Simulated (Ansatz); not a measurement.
Partial pair distribution functions of a relaxed model of amorphous Ge-Sb-Te (Ge14Sb14Te35), broadened by 0.06 Å; density 5.65 g/cm³. Computed with PBE, scalar-relativistic without spin-orbit coupling, PAW (Ansatz default set, large-core Te) (plane waves to 420 eV; Ansatz, an electronic-structure program).

Preparation: random packing, a CHGNet melt and quench, and a DFT relaxation. The hot cell started wider than the set density and was brought back towards it in steps. It is the lowest in DFT energy of 4 quenches. It is a model cell: composition and starting density were chosen by hand, and all elements were melted together. No dispersion term was used. Its density started from a set value of 5.65 and ended at 5.65 g/cm³. The quench (nominally 12 K/ps over its main leg) was far faster than any real one, so the model tends to hold more defects than a real film. Values belong to this one cell and scatter from quench to quench. The volume was held where the preparation left it and the shape relaxed, at a PBE pressure of 0.5 GPa. Stress components on the final sampling reach 0.5 GPa. On a 2×2×2 Γ-centred mesh force components of up to 0.19 eV/Å stay, since the relaxation ran on one k-point at (1/4, 1/4, 1/4).

```
r (Å)  g Sb-Te  g Ge-Te  g Ge-Ge  g Sb-Sb
-----  -------  -------  -------  -------
2.35      0.00     0.00     0.01     0.00
2.45      0.00     0.02     0.40     0.00
2.55      0.00     0.95     1.74     0.00
2.65      0.01     4.99     0.48     0.00
2.75      0.68     6.88     0.01     0.00
2.85      3.99     4.20     0.00     0.12
2.95      4.93     1.59     0.00     1.13
3.05      4.83     0.64     0.00     0.65
3.15      3.80     0.98     0.00     0.02
3.25      1.76     1.28     0.07     0.00
3.35      1.74     0.44     0.82     0.00
3.45      1.20     0.53     0.65     0.04
3.55      0.63     0.80     1.33     0.86
3.65      0.48     0.97     3.55     1.52
3.75      0.78     0.87     2.02     0.84
3.85      0.49     0.48     1.85     1.00
3.95      0.36     0.76     2.62     0.93
4.05      0.81     0.74     2.32     1.51
4.15      0.95     0.81     1.24     2.41
4.25      0.40     0.95     0.14     4.06
4.35      0.28     0.79     0.89     2.87
4.45      0.59     0.90     2.15     2.26
4.55      1.08     0.56     0.41     0.95
4.65      1.06     0.65     0.05     0.74
4.75      0.72     0.79     0.48     0.52
4.85      0.63     1.02     0.68     0.06
4.95      0.67     0.68     0.38     0.18
5.05      0.66     0.60     1.18     1.28
5.15      0.64     0.64     1.49     1.23
5.25      1.05     0.55     1.13     1.15
5.35      0.96     0.92     0.55     1.35
5.45      1.07     1.01     0.52     0.52
5.55      0.72     0.76     1.62     0.39
5.65      0.60     1.05     1.46     0.38
5.75      0.78     0.76     1.12     0.27
5.85      1.32     1.28     0.99     0.48
```

Within 3.42 Å each Sb has 4.36 Te neighbours on average.
